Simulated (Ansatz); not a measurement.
The starting structures come from a database of crystals and need not be the phases stable at ambient conditions.

Tunnelling through a barrier is set by its complex band structure: the current falls as exp(−2κd) with the smallest κ.

Consider the following.

```xyz
16
Lattice="5.4258 0.0000 0.0000 0.0000 7.4898 0.0000 2.7129 0.0000 9.2772" Properties=species:S:1:pos:R:3 pbc="T T T"
Rb     3.4808     5.6173     3.3919
Rb     6.1937     1.8724     5.8853
V      4.8650     5.6173     7.3093
V      2.1521     1.8724     1.9679
Cu     2.0682     3.7449     0.0000
Cu     2.0682     0.0000     0.0000
Cu     4.8680     1.8724     1.9306
Cu     2.1551     5.6173     7.3466
S      0.8821     0.0782     1.9629
S      3.5950     7.4116     7.3143
S      0.8821     3.6667     1.9629
S      3.5950     3.8231     7.3143
S      6.1300     5.6173     9.1479
S      3.4171     1.8724     0.1293
S      6.1452     5.6173     5.5589
S      3.4323     1.8724     3.7183
```

Space group of this cell: Ama2. The cell is taken as given; by r2SCAN its mean pressure is -1.4 GPa.

Transport runs along the normal of the first two printed cell vectors.

No gap correction and no spin-orbit coupling; mid-gap values are interpolated between computed energies.

Problem. Predict the band gap and the smallest decay constant κ at mid-gap from r2SCAN in Ansatz (a quantum-chemistry and plane-wave program).

Solution. Gap 1.26 eV on a 6×4×6 mesh; κ = 0.399 1/Å, at (0.333, 0.000) of the in-plane reciprocal vectors. At the zone centre, at the nearest computed energy, the slowest state has κ = 0.42 1/Å.
